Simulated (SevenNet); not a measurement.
**CsCl-type RuAl**

Calculation: the machine-learned potential SevenNet-l3i5 (trained on PBE and PBE+U data).

Cell: relaxed at this level.

For CsCl-type RuAl, the lattice parameter a is 3.005 Å and the volume per atom is 13.57 Å³/atom.

Measured, for comparison: lattice constant a 2.992 Å (temperature not stated, copied from a table, unchecked, not corrected to a static lattice; as tabulated in Acta Metallurgica 41, 863 (1993)). Computed (rounded) less measured: lattice constant a not scored (unchecked).

A machine-learned potential is trained on density-functional data: it inherits that level's misses and adds fitting errors of its own.
